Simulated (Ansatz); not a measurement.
The starting structures come from a database of crystals and need not be the phases stable at ambient conditions.

The decay constant κ of evanescent states in the gap governs leakage through a thin film.

Here is the system:

```
CELL_PARAMETERS angstrom
      4.89839     0.00000     0.00000
      0.00000    12.52416     0.00000
      2.44919     4.17472     1.41404
ATOMIC_POSITIONS crystal
  B  0.00000 0.99003 0.35568
  B  0.00000 0.00997 0.64432
  B  0.64432 0.99003 0.35568
  B  0.35568 0.00997 0.64432
  B  0.35568 0.34571 0.28864
  B  0.64432 0.65429 0.71136
  B  0.00000 0.77944 0.58892
  B  0.00000 0.22056 0.41108
  B  0.41108 0.77944 0.58892
  B  0.58892 0.22056 0.41108
  B  0.58892 0.36836 0.82216
  B  0.41108 0.63164 0.17784
```

The cell is taken as given.

Transport runs along the normal of the first two printed cell vectors, the (100) plane of the conventional cell.

The gap is the functional's own. No spin-orbit coupling. Mid-gap values are those at the computed energy nearest the middle.

Q: Give the band gap and the smallest decay constant κ at mid-gap that r2SCAN (Ansatz, a program for electronic structure) yields.

A: Gap 1.60 eV on a 20×20×20 mesh; κ = 0.176 1/Å, at (0.000, 0.500) of the in-plane reciprocal vectors. At the zone centre the slowest state has κ = 0.20 1/Å.
